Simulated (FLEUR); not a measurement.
Several settings converged on Pd (Fm-3m, 1 atom in the cell)

```xyz
1
Lattice="0.0000 1.9508 1.9508 1.9508 0.0000 1.9508 1.9508 1.9508 0.0000" Properties=species:S:1:pos:R:3 pbc="T T T"
Pd     0.0000     0.0000     0.0000
```

Base method: PBE, all-electron FLAPW (FLEUR), scalar-relativistic valence in FLEUR.

Base settings: Kmax = 4.1 1/bohr; GmaxXC = 12.3 1/bohr; xcFunctional = pbe; jspins = 1; l_soc = F; mode = hist; fermiSmearingEnergy = 0.00367493 Htr; mesh (inpgen div1-3) = 10 10 10; inpgen gamma flag = true; Gmax = 12.3 1/bohr.

**Shifted k-point meshes**

In this ladder: kpt_gamma = false.

Only quantities that move along the ladder and can be compared are tabulated.

```csv
kpt_div,free energy less the last step's (meV/atom)
4 4 4,17.20
6 6 6,-3.59
8 8 8,1.99
10 10 10,0.39
12 12 12,-0.35
14 14 14,0.12
28 28 28,0.00
```

Coarsest kpt_div that holds the free energy within 0.5 meV/atom of the last step, with all finer ones: 10 10 10; the step before is off by 2.0 meV/atom.

**The width of Gaussian smearing**

In this ladder: mode = gauss; kpt_div = 16 16 16.

Narrow widths need finer meshes than wide ones, so the last steps can hold mesh noise.

Only quantities that move along the ladder and can be compared are tabulated; pressure and forces are left out, as mesh noise rules them at narrow widths.

```csv
fermiSmearingEnergy,total energy (no entropy term) less the last step's (meV/atom)
0.0367493 Htr,189.32
0.0183747 Htr,70.81
0.0110248 Htr,35.44
0.00734986 Htr,18.38
0.00367493 Htr,4.24
0.00183747 Htr,0.00
```

Widest fermiSmearingEnergy that holds the total energy (no entropy term) within 5 meV/atom: not settled: the last two steps still differ by 4.2 meV/atom, over half the tolerance, so the ladder does not show it.

On the base run: the starting cell has typed, rounded lattice constants, without a prior relaxation at this level. Its lattice was rescaled by up to half a per cent. Spin polarisation is off. Values depend on the basis (sphere radii, cutoffs, local orbitals), which need not be converged.

Left out of this page: 2 runs of the series outside the window shown, repeating another row's setting, or not comparable; 1 run of the series failed or unconverged.
